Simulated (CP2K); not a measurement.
A self-consistent single point of LiAg3 (P1, 4 atoms in the cell) with CP2K.

Method of the run: LDA (Pade form), GPW, DZVP-MOLOPT-SR-GTH basis, GTH-PADE potentials (GTH_POTENTIALS) in CP2K.

```
LiAg3
1.0
    4.95795     0.00000     0.00000
    1.65969     4.67191     0.00000
   -3.30882    -2.33595     2.85943
Li Ag
1 3
Direct
  0.00600   0.00101   0.98997
  0.74978   0.25491   0.51020
  0.24289   0.75955   0.50727
  0.50133   0.48453   0.99255
```

Reference input (self-consistent single point, DFT PBEsol, GPW, DZVP-MOLOPT-SR-GTH basis, GTH-PBE potentials (GTH_POTENTIALS)): CUTOFF = 500 Ry; REL_CUTOFF = 40 Ry; SMEAR/METHOD = GAUSSIAN; SIGMA = 0.272 eV; KPOINTS/SCHEME = MACDONALD 5 5 6 0 0 0.08333333333; XC_FUNCTIONAL = PBE:PBESOL; Li/BASIS_SET = DZVP-MOLOPT-SR-GTH-q3; Li/POTENTIAL = GTH-PBE-q3; Ag/BASIS_SET = DZVP-MOLOPT-SR-GTH-q11; Ag/POTENTIAL = GTH-PBE-q11; METHOD = GPW; EPS_DEFAULT = 1e-10. This run's input differs from it in these lines:

```diff
@@ -43,6 +43,3 @@
     &XC
-      &XC_FUNCTIONAL
-        &PBE
-          PARAMETRIZATION PBESOL
-        &END PBE
+      &XC_FUNCTIONAL PADE
       &END XC_FUNCTIONAL
@@ -80,3 +77,3 @@
       BASIS_SET DZVP-MOLOPT-SR-GTH-q3
-      POTENTIAL GTH-PBE-q3
+      POTENTIAL GTH-PADE-q3
     &END KIND
@@ -84,3 +81,3 @@
       BASIS_SET DZVP-MOLOPT-SR-GTH-q11
-      POTENTIAL GTH-PBE-q11
+      POTENTIAL GTH-PADE-q11
     &END KIND
```

The program printed (abridged):

```
 SCF WAVEFUNCTION OPTIMIZATION

  Step     Update method      Time    Convergence         Total energy    Change
     1 NoMix/Diag. 0.20E+00      -     0.65581265      -118.4460518391 -1.18E+02
     2 Broy./Diag. 0.20E+00      -     0.27030354      -122.6227956370 -4.18E+00
     3 Broy./Diag. 0.20E+00      -     0.34828544      -120.3085743532  2.31E+00
     4 Broy./Diag. 0.20E+00      -     0.03536036      -118.4398392365  1.87E+00
     5 Broy./Diag. 0.20E+00      -     0.02151574      -118.2953806477  1.44E-01
     6 Broy./Diag. 0.20E+00      -     0.00931914      -118.3217176080 -2.63E-02
   [... 6 lines left out ...]
    13 Broy./Diag. 0.20E+00      -     0.00002096      -118.3309582176  5.99E-05
    14 Broy./Diag. 0.20E+00      -     0.00001044      -118.3309553479  2.87E-06
    15 Broy./Diag. 0.20E+00      -     0.00000739      -118.3309567599 -1.41E-06
    16 Broy./Diag. 0.20E+00      -     0.00000028      -118.3309572348 -4.75E-07
  *** SCF run converged in    16 steps ***

  Overlap energy of the core charge distribution:               0.00000000652481
  Self energy of the core charge distribution:               -185.99697389196101
  Core Hamiltonian energy:                                     60.49911036128670
  Hartree energy:                                              26.01423807312446
  Exchange-correlation energy:                                -18.84566138179011
  Smearing free energy correction:                             -0.00167040198967
  Fermi energy:                                                 0.22224592628264

  Total energy:                                              -118.33095723475360
  Total energy (extrapolated to sigma->0):                   -118.33012203375877

                     Mulliken Population Analysis

   [... lines left out ...]

 STRESS| Analytical stress tensor [bar]
 STRESS|                        x                   y                   z
 STRESS|      x       -4.68603026681E+04  -2.27646030504E+03  -2.40464928515E+01
 STRESS|      y       -2.27646030504E+03  -4.65656902585E+04   1.26540703519E+03
 STRESS|      z       -2.40464928515E+01   1.26540703519E+03  -4.81293657122E+04
 STRESS| 1/3 Trace                                            -4.71851195463E+04
```

The run converged in 16 iterations. Against the reference run the pressure goes from -0.86 to -4.72 GPa and the largest force goes from 0.334 to 0.305 eV/Å.

The starting cell comes from a database of computed structures (which also holds hypothetical and non-ambient phases and stackings), without a prior relaxation at this level. Its atoms were displaced at random from the sites of space group no. 139. Values carry the incompleteness of an atom-centred basis. With a pressure of about -5 GPa the cell is away from its equilibrium volume at this level.

Cost on one core of a shared machine: roughly 80 s.
